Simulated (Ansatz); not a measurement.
Start from Ti in the hcp (Mg type) structure (space group P6_3/mmc, No. 194; a = 2.8644 Å, c = 4.5373 Å; relaxed with 0.1 eV smearing). Axes: x lies along a and z along c of the hexagonal cell.

Level of theory: LDA (Ansatz, a program for electronic structure; PAW; 420 eV plane waves; no spin-orbit coupling).

For the base:

Volume per atom: 16.12 Å³

Modification: biaxial strain +1.00 %, plane normal [001], relaxed out of plane (Cartesian); in-plane vectors clamped, the third vector and the atoms free.

### Question
What does the calculation give for the volume per atom after the change?

### Answer
The volume per atom rises by 0.18 Å³, from 16.12 Å³ to 16.30 Å³.

### Question
What happens to the in-plane stress?

### Answer
The mean in-plane stress (compression positive) amounts to -1.9 GPa.

Whether these cells are dynamically stable was not tested. All final runs are without spin polarisation.
